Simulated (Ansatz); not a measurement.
## BaTiO3, response to strain

Take BaTiO3 in the cubic perovskite structure (space group Pm-3m, No. 221; a = 3.9346 Å) as the base. Axes: x, y, z lie along the cube axes.

Strains are applied to the cell and any free atomic positions relax.

Computed with LDA, PAW, 420 eV (Ansatz, a program for electronic structure; no SOC).

Notes on the quantities. energy relative to the base: free energy F; pressure: mean of the normal stresses, compression positive.

```json
[
 {"change": "base", "energy relative to the base": "0 meV/atom", "band gap": "1.83 eV", "gap character": "–", "pressure": "-0.01 GPa"},
 {"change": "tensor shear ε_xy = +1.00 %", "energy relative to the base": "+2.0 meV/atom", "band gap": "[?]", "gap character": "direct at Γ", "pressure": "0.03 GPa"},
 {"change": "tensor shear ε_xy = +1.67 %", "energy relative to the base": "[?]", "band gap": "1.69 eV", "gap character": "direct at Γ", "pressure": "0.11 GPa"},
 {"change": "tensor shear ε_xy = +0.33 %", "energy relative to the base": "+0.2 meV/atom", "band gap": "1.81 eV", "gap character": "indirect, T → Γ", "pressure": "0.00 GPa"},
 {"change": "tensor shear ε_xy = +1.33 %", "energy relative to the base": "+3.6 meV/atom", "band gap": "1.73 eV", "gap character": "direct at Γ", "pressure": "0.06 GPa"},
 {"change": "tensor shear ε_xy = +2.00 %", "energy relative to the base": "[?]", "band gap": "1.65 eV", "gap character": "direct at Γ", "pressure": "[?]"},
 {"change": "tensor shear ε_xy = +0.67 %", "energy relative to the base": "+0.9 meV/atom", "band gap": "1.79 eV", "gap character": "indirect, T → Γ", "pressure": "0.01 GPa"}
]
```

Question: Some entries are withheld; estimate them.

Answer: 
- tensor shear ε_xy = +1.00 %, band gap: 1.77 eV
- tensor shear ε_xy = +1.67 %, energy relative to the base: +5.6 meV/atom
- tensor shear ε_xy = +2.00 %, energy relative to the base: +8.1 meV/atom
- tensor shear ε_xy = +2.00 %, pressure: 0.16 GPa

No phonon test of stability was made. All final runs are without spin polarisation. Many cubic perovskites are stable only at high temperature; tilts and polar distortions were not tested. This is not the structure that BaTiO3 has at room temperature and ambient pressure. Labels are those of the standard path for the cell's own space group.
